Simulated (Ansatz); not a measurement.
The starting structures come from a database of crystals and need not be the phases stable at ambient conditions.

## Evanescent states of PtS (P4_2/mmc, not sure to be the ambient phase, 4 atoms a cell, 18.7 Å³ an atom) along the normal of (111)

These are r2SCAN (plane waves, PAW; Ansatz, a quantum-chemistry and plane-wave program) values and carry that method's errors.

The gap is the functional's own. No spin-orbit coupling. Mid-gap values are interpolated on the energy grid.

Energies count from the valence-band top; κ is the least over a 8×6 mesh across the current.

| E (eV) | κ (1/Å) | where |
|---|---|---|
| 0.03 | 0.041 | off Γ |
| 0.09 | 0.069 | off Γ |
| 0.15 | 0.086 | off Γ |
| 0.21 | ___ | off Γ |
| 0.27 | ___ | off Γ |
| 0.33 | ___ | off Γ |
| 0.39 | ___ | off Γ |
| 0.45 | ___ | off Γ |
| 0.51 | 0.133 | off Γ |
| 0.57 | ___ | off Γ |
| 0.63 | 0.139 | off Γ |
| 0.69 | 0.133 | off Γ |
| 0.75 | 0.105 | off Γ |

### Question
What belongs in the gaps?

### Answer

- 0.21, κ (1/Å): 0.099
- 0.27, κ (1/Å): 0.109
- 0.33, κ (1/Å): 0.118
- 0.39, κ (1/Å): 0.124
- 0.45, κ (1/Å): 0.129
- 0.57, κ (1/Å): 0.137
